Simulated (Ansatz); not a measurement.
Band structure of Ti3In (I4/mmm, 4 atoms in the cell).

```
Ti3In
1.0
   -2.01361     2.01361     4.30186
    2.01361    -2.01361     4.30186
    2.01361     2.01361    -4.30186
Ti In
3 1
Cartesian
  0.00000   2.01361   2.15093
  2.01361   0.00000   2.15093
  0.00000   0.00000   4.30186
  0.00000   0.00000   0.00000
```

Level of theory: LDA (PW92), PAW files made with PBE (plane waves; Ansatz, a quantum-chemistry and plane-wave program).

Settings: basis.ecutwfc = 30.9 Ry; kpoints.mp_grid.grid = 8 8 8; hamiltonian.xc = lda; hamiltonian.pseudopotentials = {kind: paw} (an earlier, softer set of the program's PAW files); scf.occupations.method = fermi_dirac; scf.occupations.width = 0.0073 Ry; kpoints.band_path.npoints = 8.

The starting cell comes from a database of computed structures (which also holds hypothetical and non-ambient phases and stackings), without a prior relaxation at this level. Its lattice was rescaled by a random factor within 2.5 % of one. Spin polarisation is off.

Levels in eV from the Fermi level, bands 21 to 28:
| point | 21 | 22 | 23 | 24 | 25 | 26 | 27 | 28 |
|---|---|---|---|---|---|---|---|---|
| Γ | -1.18 | -1.18 | -0.91 | -0.21 | 0.33 | 0.33 | 0.57 | 1.61 |
| X | -1.55 | -1.54 | -1.46 | -0.26 | 0.12 | 0.28 | 0.54 | 1.06 |
| Y | -2.10 | -1.15 | -0.90 | -0.10 | -0.08 | 0.15 | 0.57 | 1.24 |
| S | -1.33 | -1.08 | -0.68 | -0.68 | 0.39 | 0.81 | 0.90 | 1.21 |
| Z | -1.27 | -0.92 | -0.92 | -0.69 | 0.40 | 1.08 | 1.08 | 1.20 |
| S1 | -1.33 | -1.08 | -0.68 | -0.68 | 0.39 | 0.81 | 0.90 | 1.21 |
| N | -1.37 | -1.08 | -0.73 | -0.43 | 0.60 | 0.67 | 0.71 | 1.06 |
| P | -1.80 | -1.19 | -0.59 | -0.59 | -0.10 | 0.52 | 0.52 | 1.05 |
| Y1 | -2.10 | -1.15 | -0.90 | -0.10 | -0.08 | 0.15 | 0.57 | 1.24 |

Bands cross the Fermi level along this path, so the cell is metallic at this level.

Keys are those of Ansatz 0.2.
